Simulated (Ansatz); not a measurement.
## YN: response to strain

Base system: YN in the rock salt structure (space group Fm-3m, No. 225; a = 4.896 Å).

Strains are applied to the cell and any free atomic positions relax.

Computed with r2SCAN, PAW, 500 eV (Ansatz, an electronic-structure program; spin-orbit coupling left out).

Candidates:
(a) isotropic strain −0.50 %
(b) isotropic strain −3.00 %
(c) isotropic strain −2.50 %

For the base:

| Property | Result |
|---|---|
| Band gap | 0.58 eV |

Question: Order them by band gap, lowest first.

Answer: (b) isotropic strain −3.00 % (0.41 eV), (c) isotropic strain −2.50 % (0.44 eV), (a) isotropic strain −0.50 % (0.56 eV)

Whether these cells are dynamically stable was not tested.
